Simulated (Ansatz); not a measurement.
System: CdTiO₃ (model structure, started from the tetragonal perovskite type, P4mm, No. 99, 5 atoms in the cell). Method: PBEsol+SOC in Ansatz (plane waves, PAW).

Numerical settings: plane-wave cutoff 520 eV, 10×10×8 k mesh (along the axes of the cell as run), Fermi–Dirac smearing 0.01 eV, PAW data made under PBE.

Cell (relaxed with PBEsol):

Space group P4mm (No. 99); a = b = 3.785 Å, c = 4.164 Å, α = β = γ = 90.00°

| atom | site | symmetry | x | y | z |
|---|---|---|---|---|---|
| Ti | 1b | 4mm | 0.5000 | 0.5000 | 0.4565 |
| Cd | 1a | 4mm | 0.0000 | 0.0000 | 0.0353 |
| O | 1b | 4mm | 0.5000 | 0.5000 | 0.8833 |
| O | 2c | 2mm. | 0.0000 | 0.5000 | 0.3655 |

Question: What does this level give for the band gap and smallest direct gap on the k points sampled?

Answer: 
- band gap: 0.43 eV (indirect)
- smallest direct gap on the k points sampled: 1.33 eV

Note: the relaxation could raise the start's symmetry but not lower it, so the cell can be a saddle point.

Computed values are for the static lattice.

Cost on a shared machine: around 5 core-minutes (rough).

A model structure was made by putting elements into a prototype or built by hand; it is no filed structure, need not be a known phase, and can be a saddle point held by its symmetry.

Ansatz is a quantum-chemistry and plane-wave program.
